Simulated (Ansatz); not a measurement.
MgS: biaxial strain −0.83 %, plane normal [111], relaxed out of plane

The reference is MgS in the rock salt structure (space group Fm-3m, No. 225; a = 5.1292 Å). Axes: x, y, z lie along the cube axes.

The change: compressive biaxial strain of 0.83 % in the plane normal to [111], as in epitaxy on a mismatched substrate; the out-of-plane cell vector and the atoms relax.

Calculations: Ansatz (an electronic-structure program), LDA, PAW, cutoff 420 eV, no spin-orbit coupling. k-mesh 11×11×11 (Γ-centred); smearing 0.05 eV (Fermi–Dirac).

- Volume per atom = 16.67 Å³ (base 16.87 Å³)
- Space group = R-3m (No. 166) (base Fm-3m (No. 225))
- Shortest interatomic distance = 2.554 Å (base 2.565 Å)
- Energy relative to the base (free energy F) = +1.3 meV/atom
- Pressure (mean of the normal stresses, compression positive) = 10.2 kbar (base 0.0 kbar)
- Band gap = 2.63 eV (base 2.65 eV)
- Gap character = indirect, Γ → F
- Smallest direct gap = 3.88 eV (base 3.83 eV)
- Valence-band top at Γ (three highest levels, from the VBM) = 0.00, 0.00, -0.13 eV (base 0.00, 0.00, 0.00 eV)
- Valley order (the lowest conduction-band minima on the path, energy above the VBM, named in the base's zone) = X along [010] 2.63 eV; Γ 3.88 eV (base X along ⟨100⟩ 2.65 eV; Γ 3.83 eV)
- Out-of-plane strain = +0.47 %
- Ratio −ε⊥/ε∥ = 0.57
- Mean in-plane stress (compression positive) = +1.5 GPa

Stability against distortions was not tested. k-point labels follow each cell's own Brillouin zone.
